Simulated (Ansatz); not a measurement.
## GeSb4Te7 under a change: pressure 5 GPa

The parent structure is GeSb₄Te₇ (space group P-3m1, No. 164; a = 4.257 Å, c = 23.391 Å; a cell from a computed database, its experimental status unchecked).

The change: a hydrostatic pressure of 5 GPa.

Calculations: PBE-D3(BJ), PAW, 420 eV (Ansatz, an electronic-structure program; without spin-orbit coupling). Settings: 7×7×2 k-points, 0.05 eV Fermi–Dirac smearing.

```json
[
 {"quantity": "volume per atom", "base": "30.59 Å³", "changed": "27.93 Å³", "shift": "-2.66 Å³"},
 {"quantity": "density", "base": "6.57 g/cm³", "changed": "7.20 g/cm³", "shift": "+0.63 g/cm³"},
 {"quantity": "lattice parameter a", "base": "4.257 Å", "changed": "4.134 Å", "shift": "-0.123 Å"},
 {"quantity": "c/a ratio", "base": "5.495", "changed": "5.478", "shift": "-0.017"},
 {"quantity": "shortest interatomic distance", "base": "2.968 Å", "changed": "2.884 Å", "shift": "-0.084 Å"},
 {"quantity": "enthalpy H = E + PV relative to the base's energy", "base": "–", "changed": "+0.91 eV/atom", "shift": "–"},
 {"quantity": "band gap", "base": "0.08 eV", "changed": "zero", "shift": "–"}
]
```

The mesh was chosen for an insulator and is coarse for the gapless case. Spin-orbit coupling, missing from the scalar runs, can matter with Sb and Te. Load acts through the strain it causes; cell and atoms are relaxed under it. Stability against distortions was not tested. No other phases were tried under pressure. The final runs are not spin-polarised. The program warned that a D3 coordination switch lies within reach, so dispersion energies are less smooth here. The zero or small gap of GeSb4Te7 can change with the level of theory.
